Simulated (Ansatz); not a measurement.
Take GaAs in the zinc blende structure (space group F-43m, No. 216; a = 5.659 Å) as the base. Axes: x, y, z lie along the cube axes.

Level of theory: PBEsol (Ansatz, a first-principles code, PAW, no spin-orbit coupling).

It is then changed as follows: uniaxial strain ε_zz = −0.50 %, all other strain components held at zero; the atoms relax in the strained cell.

Question: Estimate the effect on the energy relative to the base and stress.

Answer: The energy is nearly the same; the stress (xx, yy, zz, yz, xz, xy; compression positive) amounts to (0.26, 0.26, 0.56, 0.00, 0.00, 0.00) GPa.

Stability against distortions was not tested.
